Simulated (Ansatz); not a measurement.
A (5,5) arsenic nanotube, relaxed period 3.633 Å, atoms relaxed at each strain.

```tsv
strain	energy (meV a period)	axial force (nN)
-0.015	+35.5	-2.14
+0.015	+33.2	+1.88
```

Calculation: PBE (plane waves to 420 eV, PAW; Ansatz, a first-principles code). Mesh 1×1×10. No spin polarisation. It repeats along c; a and b span vacuum. A hypothetical model, rolled from the flat sheet. Symmetry and one short period hold its shape; lower forms weren't sought. Values not marked SOC lack spin–orbit coupling. Buckling under compression is shut out by symmetry and the short period. Energies are free energies at a Fermi–Dirac width of 0.02 eV, from the unstrained cell.

Mean diameter 10.12 Å.

### Question
Work out the axial stiffness dF/dε in two ways, and what it means for a modulus.

### Answer
From the forces: (+1.88 − (-2.14))/0.030 = 134 nN. From the energies: (E₊ + E₋)/(ε² c) = 0.0687 eV/(0.015² × 3.633 Å) = 84.0 eV/Å = 135 nN. The two agree to within 1 %. Spread over the circumference π × 10.12 Å, the force value is a sheet stiffness of 42 N/m.
